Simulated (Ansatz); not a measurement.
The starting structures come from a database of crystals and need not be the phases stable at ambient conditions.

Tunnelling through a barrier is set by its complex band structure: the current falls as exp(−2κd) with the smallest κ.

```
CELL_PARAMETERS angstrom
      8.16724     0.00000     0.00000
     -4.08362     7.07303     0.00000
      0.00000     0.00000     6.38427
ATOMIC_POSITIONS crystal
  Ca 0.66667 0.33333 0.00000
  Ca 0.33333 0.66667 0.00000
  Ca 0.33333 0.66667 0.50000
  Ca 0.66667 0.33333 0.50000
  Ca 0.24858 0.00000 0.75000
  Ca 0.75142 0.00000 0.25000
  Ca 0.24858 0.24858 0.25000
  Ca 0.75142 0.75142 0.75000
  Ca 0.00000 0.24858 0.75000
  Ca 0.00000 0.75142 0.25000
  H  0.00000 0.00000 0.00000
  H  0.00000 0.00000 0.50000
  P  0.60916 0.00000 0.75000
  P  0.39084 0.00000 0.25000
  P  0.60916 0.60916 0.25000
  P  0.39084 0.39084 0.75000
  P  0.00000 0.60916 0.75000
  P  0.00000 0.39084 0.25000
```

Space group of this cell: P6_3/mcm. The cell was relaxed by PBE-D3(BJ).

Transport runs along the normal of the first two printed cell vectors, the (001) plane of the conventional cell.

The gap is the functional's own. No spin-orbit coupling. Mid-gap values are interpolated on the energy grid.

### Question
Compute, with PBEsol (Ansatz, a quantum-chemistry and plane-wave program), the band gap and the smallest decay constant κ at mid-gap.

### Answer
Gap 0.53 eV on a 6×6×6 mesh; κ = 0.086 1/Å, at the zone centre.
